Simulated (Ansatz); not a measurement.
Given:

```
BP
1.0
    3.25348     0.00000     0.00000
    0.00000     3.25348     0.00000
    1.62674    -1.62674     2.24107
P B
1 1
Direct
  0.25000   0.25000   0.50000
  0.00000   0.00000   0.00000
```

A single point on BP with a change (biaxial strain +1.79 %, plane normal [001], relaxed out of plane), its geometry relaxed with PBEsol.

Computed with PBEsol in Ansatz (plane waves to 420 eV, PAW, spin-orbit coupling included), earlier PAW set. Γ-centred 13×13×13 mesh, Fermi–Dirac width 0.05 eV.

### Question
What band gap does the calculation give?

### Answer
0.77 eV.

### Question
Estimate the smallest direct gap.

### Answer
3.08 eV.

Single points use the geometry relaxed with PBEsol. Whether these cells are dynamically stable was not tested. The cell was made from BP in the zinc blende structure (space group F-43m, No. 216) by this change: biaxial strain +1.79 %, plane normal [001], relaxed out of plane.

Ansatz is an electronic-structure program.
